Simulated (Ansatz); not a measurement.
# LaTiO₂N (I2₁2₁2₁, No. 24, 10 atoms in the cell; start mp-1222738)

Computed with r²SCAN+rVV10 in Ansatz (plane waves, PAW).

Settings: plane-wave cutoff 560 eV, 8×8×8 k mesh, Fermi–Dirac smearing 0.01 eV, no spin polarisation, scalar-relativistic PAW data made under PBE.

Cell (relaxed at this level):

```
CELL_PARAMETERS angstrom
     -2.79854     2.80889     3.87748
      2.79854    -2.80889     3.87748
      2.79854     2.80889    -3.87748
ATOMIC_POSITIONS crystal
  La 0.99346 0.75000 0.74346
  La 0.50654 0.25000 0.75654
  Ti 0.25000 0.51926 0.26926
  Ti 0.75000 0.98074 0.23074
  N  0.96514 0.71514 0.25000
  N  0.53486 0.78486 0.75000
  O  0.42791 0.75000 0.17791
  O  0.07209 0.25000 0.32209
  O  0.95704 0.20704 0.75000
  O  0.54296 0.29296 0.25000
```

* **band gap**: 1.60 eV (on the SCF k mesh)
* **Γ–Γ gap**: 1.65 eV

Note: the relaxation could not lower the start's symmetry, so the cell can be a saddle point above a distorted one.

Spin–orbit coupling is not included.

Static lattice: no zero-point or thermal effects.

A start named mp-… is a Materials Project structure, which need not be a measured phase.

Ansatz is a program for electronic structure.
